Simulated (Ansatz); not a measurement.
Defect: Au-vacancy pair (Au on one host Al site, one Al site vacant) in fcc Al, neutral cell. The step: the Au atom itself jumps into the vacancy (Au-vacancy distance between ideal sites 2.86 Å throughout); the atom moves 2.71 Å along (0.00, 0.47, 0.47) of the unit cell; the moving atom starts with neighbours 4 Al at 2.80, 2 Al at 2.87, 4 Al at 2.90, Al at 2.95 Å and ends with 4 Al at 2.80, 2 Al at 2.87, 4 Al at 2.90, Al at 2.95 Å. DFT values are from Ansatz (plane-wave PAW, 420 eV unless said) in a cell of 32 host sites, spin-restricted, static, with no finite-size correction. Forms of the defect that were not tried may lie lower. For the PBE band: the saddle point's order was not checked, and it lies on a symmetry element of the cell, where a band can be held.

| Level | Forward barrier (eV) | Cost of the band or of the saddle's single point |
|---|---|---|
| CHGNet universal potential (has no charge state), its own band | 0.03 | - |
| PBE, a 3×3×3 k-point mesh shifted by half a step, band relaxed | 0.42 | about 20 core-minutes (a rough figure) |
| PBE, a 5×5×5 k-point mesh shifted by half a step, same geometries | 0.44 | very roughly 5 core-minutes |
| r2SCAN at 500 eV, a 3×3×3 k-point mesh shifted by half a step, same geometries | ? | very roughly 2.1 core-minutes |

Question: Complete the blanks.

Answer: 
- r2SCAN at 500 eV, a 3×3×3 k-point mesh shifted by half a step, same geometries, Forward barrier (eV): 0.45

Ansatz is an electronic-structure program.
